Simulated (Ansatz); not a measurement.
The starting structures come from a database of crystals and need not be the phases stable at ambient conditions.

 Where the default PAW files enter, the runs use the earlier of Ansatz's two default sets.

Evanescent states of Ca4Sb2O (I4/mmm, not sure to be the ambient phase, 7 atoms a cell, 25.7 Å³ an atom, -2 GPa at this level) along the normal of (101)

Calculation: PBEsol (plane waves, PAW; Ansatz, a first-principles code).

No gap correction and no spin-orbit coupling; mid-gap values are interpolated between computed energies.

Energies count from the valence-band top; κ is the least over a 8×4 mesh across the current.

```csv
E (eV),κ (1/Å),where
0.03,0.029,Γ
0.09,0.049,Γ
0.15,0.063,Γ
0.21,(withheld),Γ
0.27,(withheld),Γ
0.33,(withheld),Γ
0.39,(withheld),Γ
0.45,(withheld),off Γ
0.51,(withheld),off Γ
0.57,(withheld),off Γ
0.63,(withheld),off Γ
0.69,(withheld),off Γ
0.75,0.065,off Γ
0.81,0.051,off Γ
0.87,0.020,off Γ
```

Task: Fill in the missing entries.

Result: 
- 0.21, κ (1/Å): 0.073
- 0.27, κ (1/Å): 0.081
- 0.33, κ (1/Å): 0.087
- 0.39, κ (1/Å): 0.093
- 0.45, κ (1/Å): 0.092
- 0.51, κ (1/Å): 0.090
- 0.57, κ (1/Å): 0.086
- 0.63, κ (1/Å): 0.082
- 0.69, κ (1/Å): 0.075
